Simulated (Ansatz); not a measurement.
# BN under a change: B → Al

The parent structure is BN in the zinc blende structure (space group F-43m, No. 216; a = 3.605 Å).

It is then changed as follows: full substitution B → Al; the structure is relaxed again.

Calculations: PBEsol in Ansatz (plane waves to 420 eV, PAW, no spin-orbit coupling), earlier PAW set. Settings: 13×13×13 k-points, 0.05 eV Fermi–Dirac smearing, for the changed cell.

The volume per atom grows by 4.628 Å³ to 10.48 Å³ and the density drops by 0.27 g/cm³ to 3.25 g/cm³. The lattice parameter a goes up by 0.772 Å to 4.377 Å and the band gap drops by 1.10 eV to 3.19 eV. The gap character is still indirect, Γ → X and the width of the top valence band decreases by 3.93 eV to 2.71 eV. The electron mass changes from 0.89 mₑ along k, 0.29 mₑ across (at X) to 0.52 mₑ along k, 0.32 mₑ across (at X).

Effective masses come from finite differences of ±0.01 Å⁻¹. Along k means along the line from Γ to the band edge. No phonon test of stability was made. This is not the structure that AlN has at room temperature and ambient pressure.

Ansatz is a program for electronic structure.
